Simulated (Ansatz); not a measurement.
Take SiS2 in the 2H-MoS2 type structure (space group P6_3/mmc, No. 194; a = 3.2241 Å, c = 12.1532 Å; a hypothetical phase, not in the database extracts checked; layered, stacked along the Cartesian z axis) as the base. Axes: x lies along a and z along c of the hexagonal cell.

Method: r2SCAN+rVV10 (Ansatz, a quantum-chemistry and plane-wave program, PAW, without spin-orbit coupling).

Before the change:

The shortest interatomic distance is 2.359 Å and the pressure is 0.0 GPa.

The change: tensile biaxial strain of 0.20 % in the plane normal to [001], as in epitaxy on a mismatched substrate; the out-of-plane cell vector and the atoms relax.

**Question.** How does this affect the shortest interatomic distance and pressure?

**Answer.** The shortest interatomic distance grows by 0.003 Å to 2.362 Å; the pressure (mean of the normal stresses, compression positive) goes from zero to -0.4 GPa.

No phonon test of stability was made. The final runs are not spin-polarised. Gaps under 0.05 eV, about the width of the smearing, are given as zero.
